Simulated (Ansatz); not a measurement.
Defect: O vacancy in rutile SnO2, neutral cell. Calculation: PBE, PAW (plane waves to 420 eV; Ansatz, a program for electronic structure).

Settings: 72 host sites, the relaxed PBE lattice, one k-point at (0.250, 0.250, 0.250), smearing 0.01 eV, spin-restricted, no image-charge correction. No zero-point or tunnelling terms. The charge state is imposed; whether it is stable for some Fermi level was not computed. Forms of the defect that were not tried may lie lower.

Barriers: single points on a 2×2×2 k-point mesh shifted by half a step at the bands' geometries.

Relaxed starting cell (atoms counted from 1):

```yaml
crystal:
  lattice:
    - [9.65485, 0.00000, 0.00000]
    - [0.00000, 9.65485, 0.00000]
    - [0.00000, 0.00000, 9.71526]
  atoms:
    - { symbol: Sn, position: [0.99274, 0.99325, 0.00057] }
    - { symbol: Sn, position: [0.00019, 0.00070, 0.33445] }
    - { symbol: Sn, position: [0.00029, 0.00078, 0.66691] }
    - { symbol: Sn, position: [0.99770, 0.50232, 0.00068] }
    - { symbol: Sn, position: [0.99904, 0.49996, 0.33421] }
    - { symbol: Sn, position: [0.99900, 0.49981, 0.66702] }
    - { symbol: Sn, position: [0.50183, 0.99820, 0.00068] }
    - { symbol: Sn, position: [0.49945, 0.99954, 0.33420] }
    - { symbol: Sn, position: [0.49930, 0.99952, 0.66702] }
    - { symbol: Sn, position: [0.50033, 0.50084, 0.00063] }
    - { symbol: Sn, position: [0.49903, 0.49953, 0.33424] }
    - { symbol: Sn, position: [0.49912, 0.49962, 0.66680] }
    - { symbol: Sn, position: [0.24943, 0.24994, 0.16702] }
    - { symbol: Sn, position: [0.25000, 0.25050, 0.50042] }
    - { symbol: Sn, position: [0.24983, 0.25034, 0.83377] }
    - { symbol: Sn, position: [0.25101, 0.74991, 0.16724] }
    - { symbol: Sn, position: [0.24871, 0.74914, 0.50064] }
    - { symbol: Sn, position: [0.25086, 0.74975, 0.83401] }
    - { symbol: Sn, position: [0.74939, 0.25151, 0.16724] }
    - { symbol: Sn, position: [0.74865, 0.24922, 0.50063] }
    - { symbol: Sn, position: [0.74925, 0.25136, 0.83400] }
    - { symbol: Sn, position: [0.74743, 0.74792, 0.16875] }
    - { symbol: Sn, position: [0.75087, 0.75139, 0.50064] }
    - { symbol: Sn, position: [0.74754, 0.74805, 0.83253] }
    - { symbol: O, position: [0.15242, 0.15292, 0.33503] }
    - { symbol: O, position: [0.15267, 0.15315, 0.66602] }
    - { symbol: O, position: [0.15157, 0.65496, 0.00062] }
    - { symbol: O, position: [0.15144, 0.65429, 0.33268] }
    - { symbol: O, position: [0.15183, 0.65354, 0.66837] }
    - { symbol: O, position: [0.65445, 0.15207, 0.00063] }
    - { symbol: O, position: [0.65377, 0.15195, 0.33267] }
    - { symbol: O, position: [0.65303, 0.15235, 0.66835] }
    - { symbol: O, position: [0.65234, 0.65283, 0.00047] }
    - { symbol: O, position: [0.65242, 0.65291, 0.33576] }
    - { symbol: O, position: [0.65247, 0.65302, 0.66542] }
    - { symbol: O, position: [0.09266, 0.40133, 0.16547] }
    - { symbol: O, position: [0.09692, 0.40426, 0.50055] }
    - { symbol: O, position: [0.09305, 0.40129, 0.83582] }
    - { symbol: O, position: [0.10108, 0.90882, 0.16527] }
    - { symbol: O, position: [0.09601, 0.90270, 0.50075] }
    - { symbol: O, position: [0.10064, 0.90823, 0.83594] }
    - { symbol: O, position: [0.59638, 0.40360, 0.16790] }
    - { symbol: O, position: [0.59428, 0.40126, 0.50051] }
    - { symbol: O, position: [0.59601, 0.40333, 0.83326] }
    - { symbol: O, position: [0.59700, 0.90239, 0.16783] }
    - { symbol: O, position: [0.59713, 0.90351, 0.50063] }
    - { symbol: O, position: [0.59703, 0.90258, 0.83344] }
    - { symbol: O, position: [0.40081, 0.09315, 0.16545] }
    - { symbol: O, position: [0.40373, 0.09741, 0.50054] }
    - { symbol: O, position: [0.40081, 0.09357, 0.83584] }
    - { symbol: O, position: [0.40309, 0.59688, 0.16790] }
    - { symbol: O, position: [0.40074, 0.59477, 0.50051] }
    - { symbol: O, position: [0.40281, 0.59651, 0.83326] }
    - { symbol: O, position: [0.90830, 0.10158, 0.16527] }
    - { symbol: O, position: [0.90220, 0.09651, 0.50075] }
    - { symbol: O, position: [0.90773, 0.10113, 0.83594] }
    - { symbol: O, position: [0.90190, 0.59751, 0.16784] }
    - { symbol: O, position: [0.90301, 0.59765, 0.50065] }
    - { symbol: O, position: [0.90204, 0.59750, 0.83342] }
    - { symbol: O, position: [0.34730, 0.34783, 0.00049] }
    - { symbol: O, position: [0.34556, 0.34605, 0.33225] }
    - { symbol: O, position: [0.34573, 0.34621, 0.66851] }
    - { symbol: O, position: [0.34822, 0.84527, 0.00060] }
    - { symbol: O, position: [0.34618, 0.84657, 0.33469] }
    - { symbol: O, position: [0.34623, 0.84633, 0.66679] }
    - { symbol: O, position: [0.84476, 0.34871, 0.00062] }
    - { symbol: O, position: [0.84607, 0.34668, 0.33468] }
    - { symbol: O, position: [0.84584, 0.34674, 0.66678] }
    - { symbol: O, position: [0.84393, 0.84440, 0.00074] }
    - { symbol: O, position: [0.84710, 0.84760, 0.33265] }
    - { symbol: O, position: [0.84712, 0.84764, 0.66873] }
```

End state 1 differs by these moves (Å; atoms that move under 0.08 Å are left out):

```csv
atom,element,Δx,Δy,Δz
13,Sn,0.06,-0.06,0.00
36,O,0.54,-2.35,-1.58
54,O,-0.07,-0.06,0.02
```

### Question
Predict the forward and backward barriers to end state 1 from PBE, PAW.

### Answer
forward 1.60 eV, backward 1.60 eV; at the saddle point atom 36 has neighbours Sn at 1.99, Sn at 2.20 Å. The program found a first-order saddle point.

End state 2 differs by these moves (Å; atoms that move under 0.08 Å are left out):

| atom | element | Δx | Δy | Δz |
|---|---|---|---|---|
| 1 | Sn | 0.06 | 0.06 | 0.00 |
| 10 | Sn | 0.06 | 0.06 | 0.00 |
| 60 | O | -1.89 | -1.89 | 0.00 |

### Question
What forward and backward barriers to end state 2 does PBE, PAW give?

### Answer
forward 1.76 eV, backward 1.76 eV; at the saddle point atom 60 has neighbours 2 Sn at 1.87 Å. The program found a first-order saddle point.

End state 3 differs by these moves (Å; atoms that move under 0.08 Å are left out):

| atom | element | Δx | Δy | Δz |
|---|---|---|---|---|
| 1 | Sn | 0.07 | 0.07 | 0.00 |
| 2 | Sn | -0.07 | -0.07 | 0.00 |
| 25 | O | 0.00 | 0.00 | -3.26 |

### Question
Give the forward and backward barriers to end state 3 at the level PBE, PAW.

### Answer
forward 2.37 eV, backward 2.37 eV; at the saddle point atom 25 has neighbours 2 O at 2.49; Sn at 1.97, 2 Sn at 2.29 Å. The program found a first-order saddle point.
